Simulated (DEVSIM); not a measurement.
System: abrupt Si p-n junction, at 250 K.

Layer 1 from the left is Si, thickness (μm) 0.360, Na (cm⁻³) 2.1e17, τn (s) 3.6e-5, τp (s) 3.6e-5. Layer 2 from the left is Si, thickness (μm) 0.940, Nd (cm⁻³) 8e15, τn (s) 3.6e-5, τp (s) 3.6e-5.

Left contact: ohmic. Right contact: ohmic. Voltage is applied to the left contact. Recombination: SRH at mid-gap. Mobility is constant in doping.

This is a model device: material constants are rounded textbook-type values typed into the input, and sizes, dopings and lifetimes were drawn at random. Values at 300 K; Nc and Nv go as T^1.5, mobilities as T to minus their exponent, the gap by Varshni's rule with the affinity fixed.

Si: gap (eV) 1.124, affinity (eV) 4.05, permittivity 11.7, Nc (cm⁻³) 2.86e19, Nv (cm⁻³) 3.1e19, μn (cm²/Vs) 1417, μp (cm²/Vs) 470, T exponent of μn 2.3, T exponent of μp 2.2, Varshni α (eV/K) 0.000473, Varshni β (K) 636.

Simulated with DEVSIM: 1D drift-diffusion, Boltzmann statistics, complete ionisation; no tunnelling, impact ionisation, image-force lowering or self-heating.

Dark forward current:

| |V| (V) | |J| (A/cm²) |
|---|---|
| 0.05 | 1.355e-12 |
| 0.10 | 8.027e-12 |
| 0.15 | 5.429e-11 |
| 0.20 | 4.502e-10 |
| 0.25 | 4.190e-9 |
| 0.30 | 4.087e-8 |
| 0.35 | 4.053e-7 |
| 0.40 | 4.041e-6 |
| 0.45 | 4.034e-5 |
| 0.50 | 0.0004026 |
| 0.55 | 0.004014 |
| 0.60 | 0.03995 |
| 0.65 | 0.3963 |
| 0.70 | 3.892 |
| 0.75 | 36.29 |
| 0.80 | 274.7 |
| 0.85 | 1426 |
| 0.90 | 4887 |

Question: Work out the local ideality factor n = ΔV / (kT/q · ln(J2/J1)) between the rows 0.10 and 0.15 V, 0.40 and 0.45 V, 0.85 and 0.90 V.

Answer: kT/q = 21.54 mV. From 0.10 to 0.15 V: ln(5.429e-11/8.027e-12) = 1.912, n = 1.21. From 0.40 to 0.45 V: ln(4.034e-5/4.041e-6) = 2.301, n = 1.01, near the 1 of diffusion or emission over a barrier. From 0.85 to 0.90 V: ln(4887/1426) = 1.232, n = 1.88.

Question: Estimate the current at 0.45 V from the Shockley equation with J0 = Σ q ni² D/(N L) coth(W/L), τ joining the SRH, radiative and Auger lifetimes that are on, and W taken as the whole layer.

Answer: ni² = 6.36e15 cm⁻⁶; electrons in the p layer: μ = 2160 cm²/Vs, D = 46.4 cm²/s, τ = 3.60e-5 s, L = 409 μm, W/L = 0.00088, term 6.26e-15 A/cm²; holes in the n layer: μ = 702 cm²/Vs, D = 15.1 cm²/s, τ = 3.60e-5 s, L = 233 μm, W/L = 0.0040, term 2.05e-14 A/cm². J0 = 2.68e-14 A/cm², and J = J0 exp(qV/kT) = 3.16e-5 A/cm². The simulation gives 4.03e-5 A/cm²; the estimate lies 22 % below. The estimate leaves out recombination in the depletion region and that region's share of W.
